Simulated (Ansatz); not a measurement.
Start from SiS$_{2}$ (space group Ibam, No. 72; a = 6.387 Å, b = 11.126 Å, c = 5.592 Å; made of chains).

Levels (all Ansatz, a first-principles code, PAW, earlier PAW set): PBE (420 eV, spin-orbit coupling left out); r2SCAN (500 eV, without spin-orbit coupling).

Its gap is 3.10 eV with PBE and 3.52 eV with r2SCAN.

Modification: every lattice vector is shortened by 2.71 %; the atoms relax in the strained cell.

With PBE the gap becomes 3.00 eV.

Question: If the r2SCAN correction stayed the same, what would the r2SCAN gap be, and what does the r2SCAN run give?

Answer: A rigid correction of +0.42 eV gives 3.42 eV. The r2SCAN run gives 3.40 eV, so the two effects roughly add.

Single points use the geometry relaxed with PBE. No phonon test of stability was made. No dispersion term is included, though the crystal is made of layers, chains or molecules, so its spacings can come out too wide.
